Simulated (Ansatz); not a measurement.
## Rh in the fcc (Cu type) structure (space group Fm-3m, No. 225)

```yaml
crystal:
  lattice:
    - [0.00000, 1.89000, 1.89000]
    - [1.89000, 0.00000, 1.89000]
    - [1.89000, 1.89000, 0.00000]
  atoms:
    - { symbol: Rh, position: [0.00000, 0.00000, 0.00000] }
```

Method: PBEsol, PAW, 420 eV (Ansatz, a program for electronic structure; without spin-orbit coupling). k-mesh 21×21×21 (Γ-centred); smearing 0.05 eV (Fermi–Dirac).

```json
{
  "volume_per_atom": "13.50 Å³",
  "density": "12.66 g/cm³",
  "band_gap": "zero",
  "total_energy": "-6338.746 eV/atom (σ→0; compares only within this code and set-up)"
}
```

Whether these cells are dynamically stable was not tested. The final runs are not spin-polarised.
